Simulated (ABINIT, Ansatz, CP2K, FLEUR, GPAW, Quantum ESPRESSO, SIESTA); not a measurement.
# One structure in several programs: Tl2Pd (C2/c, 6 atoms in the cell)

Self-consistent single point, at a second geometry (lattice scaled by 0.98). First geometry:

```
Tl2Pd
1.0
    4.44427    -3.39927     0.00000
    4.44427     3.39927     0.00000
   -3.75125     0.00000     4.44635
Tl Pd
4 2
Cartesian
  5.29612   1.12917   0.74005
 -0.15883  -1.12917   3.70630
  1.71680   1.12917   1.48313
  3.42050  -1.12917   2.96323
  3.50646   3.39383   1.11159
  1.63083  -3.39383   3.33477
```

Shared settings, as Ansatz (an electronic-structure program) writes them: kpoints.mp_grid.grid = 3 3 4; scf.occupations.method = gaussian; scf.occupations.width = 0.01 Ry. Potentials and cutoffs stand in the table.

| code | model | ΔF from the first geometry (meV/atom) | pressure (GPa) | largest force (eV/Å) | cutoff |
|---|---|---|---|---|---|
| Quantum ESPRESSO | LDA (PW92), PseudoDojo standard norm-conserving (LDA) pseudopotentials | -27.4 | -0.96 | 0.055 | 85 Ry |
| CP2K | LDA (Pade form), GPW, DZVP-MOLOPT-SR-GTH basis, GTH-PADE potentials (GTH_POTENTIALS) | -24.5 | -0.35 | 0.057 | grid 500 Ry |
| ABINIT | LDA (PW92), PAW (JTH v2.0 LDA PAW) | -27.3 | -1.33 | 0.057 | 48 Ry |
| FLEUR | LDA (Perdew-Zunger), all-electron FLAPW (FLEUR), scalar-relativistic valence | – | – | 0.055 | Kmax 3.9 1/bohr |
| Ansatz | LDA (PW92), PAW files made with PBE | -27.1 | -0.95 | 0.056 | default |
| SIESTA | LDA PW92, numerical atomic orbitals DZP, PseudoDojo LDA standard norm-conserving potentials (rewritten from UPF to PSML) | -31.0 | -1.42 | 0.075 | grid 350 Ry |
| GPAW | LDA (Perdew-Wang 92), GPAW PAW datasets LDA (gpaw-data 1.0.1) | -30.2 | -1.36 | 0.055 | 600 eV |

Size of the force on each atom (eV/Å): Sizes of forces hide their directions.

| code | Tl1 | Tl2 | Tl3 | Tl4 | Pd5 | Pd6 |
|---|---|---|---|---|---|---|
| Quantum ESPRESSO | 0.055 | 0.055 | 0.055 | 0.055 | 0.021 | 0.021 |
| CP2K | 0.057 | 0.057 | 0.057 | 0.057 | 0.024 | 0.024 |
| ABINIT | 0.057 | 0.057 | 0.057 | 0.057 | 0.020 | 0.020 |
| FLEUR | 0.055 | 0.055 | 0.055 | 0.055 | 0.021 | 0.021 |
| Ansatz | 0.056 | 0.056 | 0.056 | 0.056 | 0.020 | 0.020 |
| SIESTA | 0.075 | 0.075 | 0.075 | 0.075 | 0.027 | 0.027 |
| GPAW | 0.055 | 0.055 | 0.055 | 0.055 | 0.022 | 0.022 |

A dash marks a value that a program does not give, or that is left out as unsure.

On Ansatz's run: spin-orbit coupling is off. Spin polarisation is off.

The spread over the programs that give each value: ΔF from the first geometry within 6.5 meV/atom; pressure within 1.07 GPa; largest force within 0.020 eV/Å.

CP2K and SIESTA use small atom-centred bases, whose incompleteness enters pressures, forces and empty levels differently from a plane-wave cutoff. FLEUR treats all electrons, but the usual bases taken here (sphere radii, linearisation, local orbitals, empty states) were not tested for convergence, so the values are no reference for the others. Ansatz's pressure is given at a fixed set of plane waves, as the other plane-wave codes print theirs.

The shared mesh is coarse (it stands for a supercell whose shortest vector is 16 Å), so the values are not converged in it.

The starting cell comes from a database of computed structures (which also holds hypothetical and non-ambient phases and stackings), without a prior relaxation at this level. Its lattice was rescaled by a random factor within 2.5 % of one. For this run, on top of that: lattice scaled by 0.98.

Left out of this page: Elk (not drawn, or without a comparable value).

Keys are those of Ansatz 0.2.
